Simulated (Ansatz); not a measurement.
The parent structure is GaAs in the rock salt structure (space group Fm-3m, No. 225; a = 5.304 Å; a hypothetical phase, not in the database extracts checked).

Modification: N takes the place of As on all its sites; the structure is relaxed again.

Levels (all Ansatz, a first-principles code, PAW, earlier PAW set): PBEsol (420 eV, scalar-relativistic without spin-orbit coupling); PBEsol+SOC (420 eV, with spin-orbit coupling).

The geometry is relaxed with PBEsol.

| Quantity | Result |
|---|---|
| PBEsol lowest conduction level above the VBM at special points | X 0.54 eV; Γ 2.27 eV; K 3.13 eV; U 3.13 eV |
| PBEsol electron mass | 0.47 mₑ along k, 0.18 mₑ across (at X) |
| PBEsol smallest direct gap | 2.80 eV |

With PBEsol+SOC at the same geometry, the lowest conduction level above the VBM at special points is still X 0.54 eV; Γ 2.27 eV; K 3.13 eV; U 3.13 eV; the electron mass stays 0.47 mₑ along k, 0.18 mₑ across (at X); the smallest direct gap falls by 0.017 eV to 2.79 eV.

Single points use the geometry relaxed with PBEsol. Differences between runs with and without spin-orbit coupling are approximate. Effective masses come from finite differences of ±0.01 Å⁻¹. Along k means along the line from Γ to the band edge. Whether these cells are dynamically stable was not tested. The runs without spin-orbit coupling are not spin-polarised. This is not the structure that GaN has at room temperature and ambient pressure.
